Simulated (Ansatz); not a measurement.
## SiO2 under a change: uniaxial strain ε_xx = −1.20 %

Take SiO2 in the rutile structure (space group P4_2/mnm, No. 136; a = 4.155 Å, c = 2.661 Å) as the base. Axes: x, y, z lie along a, b, c of the conventional cell.

Perturbation: the cell is compressed by 1.20 % along x with no lateral relaxation, atoms relaxed at fixed cell.

Computed with DFT with LDA, PAW potentials and a 420 eV plane-wave cutoff in Ansatz (an electronic-structure program), no spin-orbit coupling. k-mesh 8×8×12 (Γ-centred); smearing 0.05 eV (Fermi–Dirac).

The space group becomes Pnnm (No. 58) (base: P4_2/mnm (No. 136)) and the shortest interatomic distance drops by 0.24 pm, from 175.4 pm to 175.1 pm. The energy goes up by 1.6 meV/atom and the pressure (mean of the normal stresses, compression positive) grows by 3.59 GPa (-0.01 GPa → 3.58 GPa). The band gap goes up by 0.18 eV to 5.99 eV and the gap character is still direct at Γ. The electron mass goes from 0.40 mₑ along c, 0.52 mₑ across (at Γ) to 0.55 mₑ along x, 0.52 mₑ along y, 0.40 mₑ along z (at Γ) and the hole mass goes from 1.7 mₑ along c, 1.1 mₑ across (at Γ) to 1.2 mₑ along x, 0.97 mₑ along y, 1.6 mₑ along z (at Γ). The valence-band top at Γ (three highest levels, from the VBM) goes from 0.00, -0.91, -0.91 eV to 0.00, -0.87, -0.95 eV and the valley order (the lowest conduction-band minima on the path, energy above the VBM, named in the base's zone) changes from Γ 5.81 eV; A (1/2, 1/2, 1/2) 7.19 eV to Γ 5.99 eV; A (1/2, 1/2, 1/2) 7.33 eV. The largest internal atomic displacement is 0.016 Å and the stress (xx, yy, zz, yz, xz, xy; compression positive) amounts to (5.54, 2.85, 2.35, 0.00, 0.00, 0.00) GPa.

Effective masses come from finite differences of ±0.01 Å⁻¹. Stability against distortions was not tested. Labels are those of the standard path for the cell's own space group.
